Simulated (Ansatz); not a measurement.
The parent structure is Ir in the fcc (Cu type) structure (space group Fm-3m, No. 225; relaxed with 0.1 eV smearing).

```yaml
crystal:
  lattice:
    - [0.00000, 1.93579, 1.93579]
    - [1.93579, 0.00000, 1.93579]
    - [1.93579, 1.93579, 0.00000]
  atoms:
    - { symbol: Ir, position: [0.00000, 0.00000, 0.00000] }
```

Method: PBE (Ansatz, an electronic-structure program), no SOC.

Strains are applied to the cell and any free atomic positions relax.

One change was made to it. Results:

```csv
quantity,base,after
pressure,0.0 GPa,39.9 GPa
energy relative to the base (free energy F),0 meV/atom,+144 meV/atom
```

Problem. Which of these changes matches the shifts?
A) isotropic strain −1.50 %
B) isotropic strain −3.00 %
C) isotropic strain +2.50 %
D) isotropic strain +2.00 %

Solution. B, isotropic strain −3.00 %. For comparison, the energy relative to the base in the other runs: isotropic strain +2.00 % gives +52 meV/atom; isotropic strain +2.50 % gives +80 meV/atom; isotropic strain −1.50 % gives +34 meV/atom.

Whether these cells are dynamically stable was not tested. All final runs are without spin polarisation.
